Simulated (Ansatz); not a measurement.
This Ansatz (a first-principles code) input is the reference run, HgSe in the zinc blende structure (space group F-43m, No. 216), computed with Ansatz PBEsol, no spin-orbit coupling:

Ansatz 0.2 input:
```yaml
crystal:
  lattice:
    - [0, 3.0663910055, 3.0663910055]
    - [3.0663910055, 0, 3.0663910055]
    - [3.0663910055, 3.0663910055, 0]
  atoms:
    - { symbol: Hg, position: [0, 0, 0] }
    - { symbol: Se, position: [0.25, 0.25, 0.25] }
basis: { ecutwfc: 420, ecutrho_ratio: 4, xc_grid: 2, fft_grid_basis: typed }
kpoints: { mp_grid: { grid: [9, 9, 9] } }
hamiltonian:
  xc: pbesol
  dispersion: none
  pseudopotentials: { kind: paw }
scf: { occupations: { method: fermi_dirac, width: 0.05 }, convergence: { dr2_threshold: 0.0000000002 } }
output: { forces: true, stress: true }
checkpoint: { write: state.ck, write_every: 1000 }
```

Write the input for this change: tensile biaxial strain of 1.50 % in the plane normal to [001], as in epitaxy on a mismatched substrate; the out-of-plane cell vector and the atoms relax.


Ansatz 0.2 input:
```yaml
crystal:
  lattice:
    - [4.4015797237, 0, 0]
    - [0, 4.4015797237, 0]
    - [2.2007898619, -2.2007898619, 3.043393073]
  atoms:
    - { symbol: Hg, position: [0, 0, 0] }
    - { symbol: Se, position: [0.75, 0.75, 0.5] }
basis: { ecutwfc: 420, ecutrho_ratio: 4, xc_grid: 2, fft_grid_basis: typed }
kpoints: { mp_grid: { grid: [9, 9, 9] } }
hamiltonian:
  xc: pbesol
  dispersion: none
  pseudopotentials: { kind: paw }
scf: { occupations: { method: fermi_dirac, width: 0.05 } }
relax: { f_tol: 0.005, max_steps: 50, cell: { stress_tol: 0.01, fix: [a, b, gamma] } }
output: { forces: true, stress: true }
checkpoint: { write: state.ck, write_every: 1000 }
```
This is the input that was run; other choices of cell and start would serve too.

Whether these cells are dynamically stable was not tested. All final runs are without spin polarisation.
